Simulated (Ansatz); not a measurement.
**Sr2NiMoO6: pressure 4.2 GPa**

Base system: Sr2NiMoO6 (space group Fm-3m, No. 225; a = 7.805 Å; ferromagnetic).

The change: a hydrostatic pressure of 4.2 GPa.

All numbers come from PBEsol (Ansatz, a program for electronic structure), no spin-orbit coupling. k-mesh 7×7×7 (Γ-centred); smearing 0.05 eV (Fermi–Dirac).

The volume per atom falls by 0.29 Å³, from 11.89 Å³ to 11.60 Å³ and the density rises by 0.15 g/cm³ (5.95 g/cm³ → 6.10 g/cm³). The shortest interatomic distance falls by 0.009 Å (1.909 Å → 1.900 Å) and the band gap drops by 0.05 eV, from 0.66 eV to 0.61 eV. The gap character remains indirect, L → Γ and the smallest direct gap rises by 0.04 eV (0.94 eV → 0.98 eV). The mean gap deformation potential ΔEg/Δln V amounts to +1.9 eV and the width of the top valence band rises by 0.14 eV to 1.62 eV. The magnetic state is still ferromagnetic and the largest site moment is nearly the same (1.55 μB against 1.54 μB).

Cost of the whole job for the changed cell (relaxation, final SCF and bands): very roughly 2.3 core-minutes.

Load acts through the strain it causes; cell and atoms are relaxed under it. Stability against distortions was not tested. No Hubbard U is applied and the magnetic state is the run's own (Sr2NiMoO6 ferromagnetic); small cells can't hold the antiferromagnetic order that many such compounds have, so gaps and moments can be off. A gap here joins edges of opposite spin (a spin-flip gap).
